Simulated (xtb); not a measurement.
xtb 6.7.1, GFN2-xTB: Ti(Cl)(NH2)2(NMe2) (C[N](C)[Ti]([NH2])([NH2])[Cl]), 17 atoms. The geometry is a generated start, not checked to be a minimum at this level.

| Property | Value |
|---|---|
| method | GFN2-xTB |
| --acc | 1 (default) |
| --etemp (K) | 300 (default) |
| detailed input (--input) | none: ANC optimiser, Lindh (1995) Hessian, microcycle=20, maxdispl=1.0, hlow=0.01 (default) |
| basis functions | 50 |
| valence electrons | 44 |

```xyz
17

Ti    -0.1798    -0.3722     1.0737
Cl    -0.4774     0.8921     2.8286
N      1.0896    -1.6567     1.4505
H      1.3070    -1.8911     2.4178
H      1.4530    -2.3928     0.8475
N     -1.7408    -1.2162     0.5439
H     -2.4896    -0.7908    -0.0054
H     -1.9626    -2.2028     0.6747
N      0.3717     0.7010    -0.3121
C     -0.5707     1.7399    -0.6758
C      1.2397     0.3507    -1.4119
H     -0.0416     2.6525    -0.9935
H     -1.2192     1.4225    -1.5144
H     -1.1997     1.9880     0.1919
H      0.6631    -0.0302    -2.2749
H      1.8128     1.2270    -1.7545
H      1.9444    -0.4207    -1.0861
```

Charge 0 and multiplicity 1 are set for this test and not shown to be the ground state.

The structure is relaxed from this start with --opt LEVEL for the levels crude, sloppy, loose, lax, normal, tight, vtight, extreme, once each. Up to the end of the extreme run atoms move by at most 0.63 Å along an axis.

Q: Choose the cheapest level whose final energy lies within 5 meV of that of extreme.

A: normal: 29 cycles against 62, ending 1.1 meV above.

```csv
level,cycles,energy above the extreme run (meV),gradient norm (eV/Å)
crude,1,23,0.17
sloppy,1,23,0.17
loose,1,23,0.17
lax,2,22,0.060
normal,29,1.1,0.018
tight,43,0.082,0.029
vtight,47,0.050,0.0038
extreme,62,—,0.00095
```
